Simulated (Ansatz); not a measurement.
**How the lattice constant a of Ru (model structure, Im-3m, No. 229) moves with the method**

No measured value is used here.

```tsv
level (code)	value (Å)
LDA (Ansatz)	3.000
PBE (Ansatz)	3.053
PBEsol (Ansatz)	3.018
r²SCAN (Ansatz)	3.033
```

LDA, PBE, PBEsol, r²SCAN: the run has no spin polarisation, so it can have missed a magnetic state. Cutoffs differ between the levels. Ansatz's density-functional and Hartree–Fock values are scalar-relativistic unless marked +SOC, with PAW data made under PBE.

A model structure was made by putting elements into a prototype or built by hand; it is no filed structure, need not be a known phase, and can be a saddle point held by its symmetry.

Ansatz is a program for electronic structure.
